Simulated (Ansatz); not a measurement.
We consider HfO₂ (P4₂/mnm, No. 136, 6 atoms in the cell; start mp-776532; a measured phase of this formula has another space group), described by r²SCAN+rVV10 in Ansatz (PAW).

Numerical settings: plane-wave cutoff 560 eV, 8×8×10 k mesh (along the axes of the cell as run), Fermi–Dirac smearing 0.01 eV, scalar-relativistic PAW data made under PBE.

Cell (relaxed at this level):

HfO₂ is taken in the tetragonal space group P4₂/mnm (No. 136), the rutile structure, Pearson symbol tP6. Cell: a = b = 4.825 Å, c = 3.217 Å, α = β = γ = 90.00°. Hf on 2a has 6 O at 2.081–2.088 Å (octahedral). O on 4f has 3 Hf at 2.081–2.088 Å (trigonal planar). (Neighbours: up to the widest gap in distance over summed covalent radii, below 1.35, at either atom; cation-cation and far metal-metal contacts left out.)

### Question
Predict the band gap.

### Answer

- band gap = 4.53 eV (on the SCF k mesh)

Note: the relaxation could not lower the start's symmetry, so the cell can be a saddle point above a distorted one.

Spin–orbit coupling is not included.

A start named mp-… is a Materials Project structure, which need not be a measured phase.

Ansatz is a first-principles code.
